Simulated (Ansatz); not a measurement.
Take SnS (space group Pnma, No. 62; a = 10.912 Å, b = 3.953 Å, c = 4.112 Å) as the base.

The values are results of Ansatz (an electronic-structure program) PBEsol-D3(BJ), scalar-relativistic without spin-orbit coupling, not measurements.

For the base:

The gap between the host's bands is 0.30 eV and the gap character is indirect, Γ–Z (83 % along) → Γ.

Perturbation: 0.887 electrons added to each cell, a density of 5.0×10^21 cm⁻³, with a uniform compensating background at fixed cell and a 300 K Fermi–Dirac width.

Question: What does the calculation give for the largest internal atomic displacement after the change?

Answer: The largest internal atomic displacement amounts to 0.064 Å.

Question: Predict the new gap between the host's bands.

Answer: The gap between the host's bands drops by 0.186 eV, from 0.30 eV to 0.12 eV.

Question: What happens to the Fermi level from band edge?

Answer: The Fermi level relative to the doped band's edge (positive inside the band; to 0.05 eV) is +0.70 eV.

Question: Predict the new gap character.

Answer: The gap character is still indirect, Γ–Z (83 % along) → Γ.

Charged cell with a jellium background: band edges are those of the host's band count, energies are not comparable with the neutral cell, and many-body gap narrowing is missing. Gaps are read on the SCF mesh and a high-symmetry path. No phonon test of stability was made.
